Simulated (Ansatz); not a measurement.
## Effect of uniaxial strain ε_xx = +2.72 % on WC

Base system: WC (space group P-6m2, No. 187; a = 2.9127 Å, c = 2.8354 Å; relaxed with 0.1 eV smearing). Axes: x lies along a and z along c of the hexagonal cell.

Modification: the cell is stretched by 2.72 % along x with no lateral relaxation, atoms relaxed at fixed cell.

Method: Ansatz (a first-principles code), r2SCAN, PAW, cutoff 500 eV, spin-orbit coupling left out. k-mesh 23×23×20 (Γ-centred); smearing 0.1 eV (Fermi–Dirac).

* **Volume per atom**: 10.70 Å³ (base 10.42 Å³)
* **Space group**: Amm2 (No. 38) (base P-6m2 (No. 187))
* **Shortest interatomic distance**: 4.167 bohr (base 4.156 bohr)
* **Energy relative to the base (free energy F)**: +17 meV/atom
* **Pressure (mean of the normal stresses, compression positive)**: -9.6 GPa (base 0.0 GPa)
* **Band gap**: zero (base zero)
* **Stress (xx, yy, zz, yz, xz, xy; compression positive)**: (-18.2, -6.1, -4.4, 0.0, 0.0, 0.0) GPa

Final structure:

```xyz
2
Lattice="2.9919 0.0000 0.0000 -1.4960 2.5225 0.0000 0.0000 0.0000 2.8354" Properties=species:S:1:pos:R:3 pbc="T T T"
W      0.0000     0.0035     0.0000
C      1.4960     0.8373     1.4177
```

Whether these cells are dynamically stable was not tested. The final runs are not spin-polarised.
